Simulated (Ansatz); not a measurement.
An Ansatz (a program for electronic structure) input (plane-wave PAW DFT at the HSE06 level (Ansatz, 420 eV), no spin-orbit coupling, earlier PAW set):

Ansatz 0.2 input:
```yaml
crystal:
  lattice:
    - [4.9704585146, 0, 0]
    - [0, 4.9704585146, 0]
    - [0, 0, 3.1807298195]
  atoms:
    - { symbol: Sn, position: [0, 0, 0] }
    - { symbol: Sn, position: [0.5, 0.5, 0.5] }
    - { symbol: O, position: [0.3077047815, 0.3077047815, 0] }
    - { symbol: O, position: [0.8077047815, 0.1922952185, 0.5] }
    - { symbol: O, position: [0.1922952185, 0.8077047815, 0.5] }
    - { symbol: O, position: [0.6922952185, 0.6922952185, 0] }
basis: { ecutwfc: 420, ecutrho_ratio: 4, xc_grid: 2, fft_grid_basis: typed }
kpoints: { mp_grid: { grid: [4, 4, 6] } }
hamiltonian:
  xc: hse06
  dispersion: none
  pseudopotentials: { azcp: { folder: ./paw }, kind: paw }
scf: { occupations: { method: fermi_dirac, width: 0.01 } }
output: { eigenvalues: true, eigenstates: { kpoints: [[0, 0, 0], [0, 0.5, 0], [0.5, 0.5, 0]] } }
```

Problem. Which symmetry and how many k-points will the program report, and about how many plane waves at Γ?

Solution. Space group P42/mnm (ITA 136) with 16 operations, k-points 24 of 96, and 1543 plane waves at Γ.

Single points use the geometry relaxed with PBE. The cells carry an imposed strain or load. Stability against distortions was not tested. The cell was made from SnO₂ in the rutile structure (space group P4_2/mnm, No. 136) by this change: biaxial strain +2.96 %, plane normal [001], relaxed out of plane.
